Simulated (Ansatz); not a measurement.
**Effective masses and thermopower of C (I4_1/amd)**

Consider the following.

```
CELL_PARAMETERS angstrom
      0.00000     1.76861     1.87526
      1.76861     0.00000     1.87526
      1.76861     1.76861     0.00000
ATOMIC_POSITIONS crystal
  C  0.00000 0.00000 0.00000
  C  0.25000 0.25000 0.25000
```

These are r2SCAN, rigid bands (plane waves, PAW, scalar-relativistic; Ansatz, a quantum-chemistry and plane-wave program) values and carry that method's errors. Condition of this run: uniaxial stress along [001] of -55 GPa (compression positive) (the target of the relaxation). Cell: cell and atoms relaxed with PBEsol, then loaded as said.

The band gap is 3.50 eV and the electron conductivity mass (300 K, dilute) is 0.47 (x), 0.47 (y), 0.29 (z) mₑ. The hole conductivity mass (300 K, dilute) is 0.43 (x), 0.43 (y), 0.28 (z) mₑ. The effective density of states N_c (300 K) comes out as 3.3e19 cm⁻³. The effective density of states N_v (300 K) is 1.9e19 cm⁻³. The density-of-states mass, electrons is 1.21 mₑ and the density-of-states mass, holes comes out as 0.82 mₑ. The Seebeck coefficient, n-type 1e19 cm⁻³, 300 K is -322 μV/K. The best n-type power factor at 300 K for τ = 10 fs (best axis; densities from 1e16 to 1e21 cm⁻³ tried, whether or not they can be reached) comes out as 19.7 μW/(cm·K²) at 1e20 cm⁻³ and the Seebeck coefficient, p-type 1e19 cm⁻³, 300 K comes out as 272 μV/K. The best p-type power factor at 300 K for τ = 10 fs (best axis; densities from 1e16 to 1e21 cm⁻³ tried, whether or not they can be reached) comes out as 10.3 μW/(cm·K²) at 1e20 cm⁻³.

Rigid bands; masses and Seebeck coefficients take one relaxation time τ for all states and one kind of carrier; polarons and phonon drag are left out. Spin-orbit coupling is left out. Geometry: cell and atoms relaxed with PBEsol.
